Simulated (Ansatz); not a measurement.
An Ansatz (a program for electronic structure) run: a single point on CsPbCl3, its geometry relaxed with r2SCAN; HSE06/PAW in Ansatz, spin-orbit coupling left out.

Input:

Ansatz 0.2 input:
```yaml
crystal:
  lattice:
    - [5.6735036251, 0, 0]
    - [0, 5.6735036251, 0]
    - [0, 0, 5.6735036251]
  atoms:
    - { symbol: Cs, position: [0, 0, 0] }
    - { symbol: Pb, position: [0.5, 0.5, 0.5] }
    - { symbol: Cl, position: [0, 0.5, 0.5] }
    - { symbol: Cl, position: [0.5, 0.5, 0] }
    - { symbol: Cl, position: [0.5, 0, 0.5] }
basis: { ecutwfc: 420, ecutrho_ratio: 4, xc_grid: 2, fft_grid_basis: typed }
kpoints: { mp_grid: { grid: [4, 4, 4] } }
hamiltonian:
  xc: hse06
  dispersion: none
  pseudopotentials: { kind: paw }
scf: { occupations: { method: fermi_dirac, width: 0.01 } }
output: { eigenvalues: true, eigenstates: { kpoints: [[0.5, 0.5, 0.5], [0, 0, 0], [0.5, 0.5, 0], [0, 0.5, 0]] } }
```

Output (explanatory and most iteration lines left out):

```
Pseudopotential: Cs, paw, valence charge 9
Pseudopotential: Pb, paw, valence charge 14
Pseudopotential: Cl, paw, valence charge 7
Crystal: 5 atoms, lattice volume = 182.622 Å³
Basis set: ecut = 420 eV, 3575 PW (Γ), exchange–correlation on 80×80×80 points (8 copies of the dense FFT grid, shifted against one another)
Bands: 27, of which v1, the nominal top of the filled ones, is band 22 counted from 1 (21 counted from 0)
Symmetry: 48 space group operations
Space group: Pm-3m (ITA 221), of the structure as read, at distance tolerance 5.7e-5 Å
k-points: 10 of 64
Functional: x = pbe(κ = 0.804, μ = 0.2195149727645171), c = pbe(β = 0.06672455060314922), warm-up for x = pbe(κ = 0.804, μ = 0.2195149727645171) + 0.25 (exact …
SCF iter   1: F=—  HF=-20823.306540 eV  |F-HF|=—  |Δ(HF+E_count)|=         —  Δρ=5.37e-4  dr2=3.57e-4  ethr=1.77e-3  ⟨swp⟩=2.8  Hψ=1814  notcnv=0
SCF iter   2: F=-20823.306966 eV  HF=-20823.306908 eV  |F-HF|=5.75e-5  |Δ(HF+E_count)|=   3.68e-4  Δρ=1.85e-4  dr2=3.27e-5  ethr=7.35e-8  ⟨swp⟩=3.1  Hψ=1595  notcnv=0  defer=18
SCF 1 stopped early in 2 iterations: F = -20823.306966 eV  dr2 = 3.27e-5
Crystal: 5 atoms, lattice volume = 182.622 Å³
Functional: x = pbe(κ = 0.804, μ = 0.2195149727645171) + 0.25 (exact − pbe) at short range (hse, ω = 0.20786987370883472 Å⁻¹), c = pbe(β = 0.06672455060314922); HSE06 as pw.x's `hse` composes it (authors' and Libxc's form: `xc: wpbeh`)
SCF iter   1: F=—  HF=-20833.996023 eV  |F-HF|=—  |Δ(HF+E_count)|=         —  Δρ=3.78e-3  dr2=2.22e-2  ethr=7.42e-7  ⟨swp⟩=12.3  Hψ=1528  notcnv=0
SCF iter   2: F=—  HF=-20833.988512 eV  |F-HF|=—  |Δ(HF+E_count)|=   7.51e-3  Δρ=1.47e-3  dr2=3.27e-3  ethr=7.42e-7  ⟨swp⟩=4.4  Hψ=994  notcnv=0
SCF 2 stopped early in 5 iterations: F = -20833.994934 eV  dr2 = 6.66e-6
Crystal: 5 atoms, lattice volume = 182.622 Å³
SCF iter   1: F=—  HF=-20833.994807 eV  |F-HF|=—  |Δ(HF+E_count)|=         —  Δρ=2.68e-5  dr2=1.01e-6  ethr=3.36e-7  ⟨swp⟩=6.9  Hψ=630  notcnv=0
SCF iter   2: F=—  HF=-20833.994807 eV  |F-HF|=—  |Δ(HF+E_count)|=   2.60e-7  Δρ=8.84e-6  dr2=1.32e-7  ethr=1.99e-10  ⟨swp⟩=2.7  Hψ=1321  notcnv=0  defer=3
SCF 3 converged in 3 iterations: F = -20833.994807 eV  dr2 = 5.86e-8
Free energy (F): -20833.994808 eV
Internal energy: -20833.994808 eV  (E = F + TS)
E sigma→0 (E₀):  -20833.994808 eV
Fermi energy:    4.528477 eV
```

Single points use the geometry relaxed with r2SCAN. The hybrid gap comes from the SCF mesh plus the semilocal run's edge points and a few special points and is an upper bound. With Pb present, leaving out spin-orbit coupling can change the band edges. Whether these cells are dynamically stable was not tested. The cell is CsPbCl3 in the cubic perovskite structure (space group Pm-3m, No. 221). Many cubic perovskites are stable only at high temperature; tilts and polar distortions were not tested. This is not the structure that CsPbCl3 has at room temperature and ambient pressure.
